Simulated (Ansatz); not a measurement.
The starting structures come from a database of crystals and need not be the phases stable at ambient conditions.

 Where the default PAW files enter, the runs use the earlier of Ansatz's two default sets.

By PBEsol, the system below comes out a metal.

A figure of merit of an interconnect metal is its ballistic conductance per area.

Given:

```xyz
1
Lattice="3.2160 0.0000 0.0000 -1.0720 3.0321 0.0000 1.0720 1.5160 2.6794" Properties=species:S:1:pos:R:3 pbc="T T T"
Sn     0.0000     0.0000     0.0000
```

Space group of this cell: Fmmm. The cell is strained (lengths across the current scaled by 0.98, ions clamped).

The current flows along the normal of the first two printed cell vectors. No spin-orbit coupling; the value is a mean over 0.1 eV about the Fermi level.

Question: Estimate the ballistic conductance per area that Ansatz (a first-principles code) with PBEsol returns for this system.

Answer: 1.3 × 10¹⁵ S/m² for both spins.
